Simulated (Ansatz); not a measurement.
The parent structure is LiNbO3 (space group R3c, No. 161).

```
LiNbO3
1.0
    2.56733     1.48225     4.60804
   -2.56733     1.48225     4.60804
    0.00000    -2.96450     4.60804
Li Nb O
2 2 6
Direct
  0.28078   0.28078   0.28078
  0.78078   0.78078   0.78078
  0.99839   0.99839   0.99839
  0.49839   0.49839   0.49839
  0.10932   0.35998   0.71863
  0.71863   0.10932   0.35998
  0.35998   0.71863   0.10932
  0.21863   0.85998   0.60932
  0.85998   0.60932   0.21863
  0.60932   0.21863   0.85998
```

Cartesian axes are those of the cell as printed.

Calculations: PBEsol (Ansatz, a quantum-chemistry and plane-wave program, PAW, spin-orbit coupling left out).

For the base:

```
Property                          Value
-----------------------------  --------
Shortest interatomic distance   1.882 Å
Pressure                       0.0 kbar
```

It is then changed as follows: uniaxial strain ε_zz = −3.00 %, all other strain components held at zero, atoms relaxed at fixed cell.

### Question
Predict the new shortest interatomic distance, pressure, largest internal atomic displacement and energy relative to the base.

### Answer
The shortest interatomic distance hardly moves (1.882 Å against 1.883 Å); the pressure (mean of the normal stresses, compression positive) goes from zero to 39.9 kbar; the largest internal atomic displacement amounts to 0.021 Å; the energy increases by 7.2 meV/atom.

No phonon test of stability was made.
